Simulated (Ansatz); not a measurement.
TiGa (P4/mmm), PBEsol, DFPT electron-phonon coupling, linearised Boltzmann equation run with Ansatz (a program for electronic structure). Phonon-limited resistivity 12.7 μΩ·cm at 300 K along y (a = (2.78, 0.00, 0.00) Å; b = (0.00, 2.78, 0.00) Å; c = (0.00, 0.00, 3.91) Å), current-weighted mean free path 7.0 nm, Drude plasma energy 5.29 eV.

Problem. What Drude relaxation time do resistivity and plasma energy imply?

Solution. ω_p = 8.04e15 s⁻¹, so τ = 1/(ε₀ ω_p² ρ) = 13.8 fs, a damping ħ/τ of 47.8 meV.

Problem. What is the classical skin depth at 10 GHz (nonmagnetic, μ₀ = 1.257×10⁻⁶ H/m)?

Solution. δ = √(ρ/(π f μ₀)) = 1790 nm.

Problem. Estimate the resistivity of a 20 nm square wire with diffuse walls from ρ ≈ ρ₀(1 + 3ℓ/4d).

Solution. 1 + 0.75 × 7.0/20 = 1.26, so ρ ≈ 16.0 μΩ·cm and a line 1 μm long has 401 Ω. The formula is the free-electron limit for d well above ℓ; grain boundaries add to it.

A metal at this level (no band gap). Only scattering by harmonic phonons is included (no impurities, grain boundaries, electron-electron scattering or thermal expansion). Spin-orbit coupling is left out. Halving the electron mesh (32x32x24) moves the resistivity by up to 7 % at 300 K, the mean free path by up to 3 %. Smearing 0.20 eV; phonons on a 5x5x4 q mesh, which this run doesn't test.

Computed structure with no diffraction record at hand here (it may be known, metastable or hypothetical): TiGa (P4/mmm).
